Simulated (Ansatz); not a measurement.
Given:

End structure of a constructed model of the (0001) surface of hcp Co, ferromagnetic (in the relaxation 3 Co–Pb bonds broke), (√3x√3)R30° surface alloy, Pb on one Co site of the top plane (bottom of the slab: a bare face, its two planes held):

```
CELL_PARAMETERS angstrom
      3.73938     2.15893     0.00000
     -3.73938     2.15893     0.00000
      0.00000     0.00000    26.50000
ATOMIC_POSITIONS crystal
  Co 0.33333 0.00000 0.30903
  Co 0.66667 0.66667 0.30903
  Co 0.00000 0.33333 0.30903
  Co 0.33333 0.33333 0.38511
  Co 0.66667 0.00000 0.38511
  Co 0.00000 0.66667 0.38511
  Co 0.33333 0.99920 0.46183
  Co 0.66747 0.66747 0.46183
  Co 0.99920 0.33333 0.46183
  Co 0.33333 0.33333 0.53651
  Co 0.66667 0.00000 0.53842
  Co 0.00000 0.66667 0.53842
  Co 0.33333 0.00502 0.61390
  Co 0.66165 0.66165 0.61390
  Co 0.00502 0.33333 0.61390
  Pb 0.33333 0.33333 0.73062
  Co 0.66667 0.00000 0.68665
  Co 0.00000 0.66667 0.68665
```

Slab: 18 atoms, 10.1 Å thick at the start with caps and adatoms (thin: gaps and levels are the slab's own); k 10x10x1, smearing 0.1 eV, dipole-corrected; 6 atoms held, the rest relaxed; held to the start's symmetry, so lower structures may exist; spin-polarised, ending with about 27.7 μB a cell; orders that need a larger cell were not tried, no spin-orbit, no U. It is one candidate, not shown to be the stable structure of the face.

Q: Give the work function of the top face at the level Ansatz (a quantum-chemistry and plane-wave program) with PBE.

A: 3.76 eV
